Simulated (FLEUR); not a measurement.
A self-consistent single point of Cr₃SnN (Pm-3m, 5 atoms in the cell) with FLEUR.

Method of the run: PBEsol, all-electron FLAPW (FLEUR), scalar-relativistic valence.

The change in words: lattice scaled by 0.98. Reference geometry:
```xyz
5
Lattice="3.9369 0.0000 0.0000 0.0000 3.9369 0.0000 0.0000 0.0000 3.9369" Properties=species:S:1:pos:R:3 pbc="T T T"
Cr     1.9684     0.0000     1.9684
Cr     0.0000     1.9684     1.9684
Cr     1.9684     1.9684     0.0000
Sn     0.0000     0.0000     0.0000
N      1.9684     1.9684     1.9684
```
Moments meant for the start (each program seeds them in its own way; μB, in the order of the atoms Cr Cr Cr Sn N): 3.0 3.0 3.0 0.0 0.0.

Reference input (self-consistent single point, DFT, PBEsol, all-electron FLAPW (FLEUR), scalar-relativistic valence): Kmax = 4.7 1/bohr; GmaxXC = 18.8 1/bohr; xcFunctional = PBEs; jspins = 2; l_soc = F; mode = gauss; fermiSmearingEnergy = 0.00367493 Htr; mesh (inpgen div1-3) = 7 7 7; inpgen gamma flag = false; Gmax = 18.8 1/bohr; numbands = 0; maxIterBroyd = 99. This run's input differs from it in these lines:

```diff
@@ -6,3 +6,3 @@
 0.0000000000 0.0000000000 1.0000000000
-7.4396438828
+7.2908506272
 1.0 1.0 1.0
@@ -47,5 +47,5 @@
          <bravaisMatrix>
-            <row-1>    7.4396438828000004     0.0000000000000000     0.0000000000000000</row-1>
-            <row-2>    0.0000000000000000     7.4396438828000004     0.0000000000000000</row-2>
-            <row-3>    0.0000000000000000     0.0000000000000000     7.4396438828000004</row-3>
+            <row-1>    7.2908506272000002     0.0000000000000000     0.0000000000000000</row-1>
+            <row-2>    0.0000000000000000     7.2908506272000002     0.0000000000000000</row-2>
+            <row-3>    0.0000000000000000     0.0000000000000000     7.2908506272000002</row-3>
          </bravaisMatrix>
```

Log, with long lists cut:

```
 Iteration:     1   Distance:      37.39731533 me/bohr^3
 Iteration:     2   Distance:      30.06562122 me/bohr^3
 Iteration:     3   Distance:      13.74134165 me/bohr^3
 Iteration:     4   Distance:      13.44914805 me/bohr^3
 Iteration:     5   Distance:       7.69579420 me/bohr^3
   [... 45 lines left out ...]
 Iteration:    51   Distance:       0.00007228 me/bohr^3
 Iteration:    52   Distance:       0.00003226 me/bohr^3
 Iteration:    53   Distance:       0.00002905 me/bohr^3
 Iteration:    54   Distance:       0.00000543 me/bohr^3
 Run finished successfully
 Stop message:
   Structural relaxation: Done

[file out, last iteration]
             iter=     55
[...]
          total density-effective poten   -1.5293270887E+04
          total charge density-energy d   -3.1270815041E+02
 Updated energy parameters for spin:           1
 Updated energy parameters for spin:           2
[...]
 fermi energy and band-weighting factors:

[...]
FERMIE:
          first approx. to ef    (T=0)  :   0.593967 htr   (energy of the highest occ. eigenvalue)
          number of occ. states  (T=0)  :       1221
          first approx. to seigv (T=0)  : -20.395674 htr
          sum of weights of occ. states :  61.064140
          sum of semicore charge        :   0.000000 e
          fermi energy=   0.59443 har   work function= -16.17526 ev
   [... lines left out ...]
          total moment                 =     0.45232
 Direct bandgap for spin            1 :    3.9351755319797510E-003  Htr
 Direct bandgap for spin            2 :    5.1761844532954848E-003  Htr
   [... lines left out ...]
     3  0.000000 |  0.000000  0.000000  0.000000  0.000000  0.000000  |  0.000000  0.000000  0.000000  0.000000  0.000000 omm
     t o t a l  e n e r g y
          sum of eigenvalues =             -5550.1976254120
          density-effective potential i   -15293.2708872374
          charge density-ex.-corr.energ     -312.7081504137
```

The run converged in 54 iterations. FLEUR gives forces in its relaxation mode, with a further iteration, so its stop message speaks of a relaxation. Against the reference run the total energy falls by 20.6 meV/atom and the size of the net moment goes from 0.47 to 0.09 μB/atom.

The starting cell comes from a database of computed structures (which also holds hypothetical and non-ambient phases and stackings), without a prior relaxation at this level. For this run, on top of that: lattice scaled by 0.98. The moments shrank to a small part of their start, a low-spin state that need not be the lowest. Values depend on the basis (sphere radii, cutoffs, local orbitals), which need not be converged. The log's line on a gap gives a spacing of levels on this mesh, which the program prints for metals too.

Cost on one core of a shared machine: roughly 8 min.
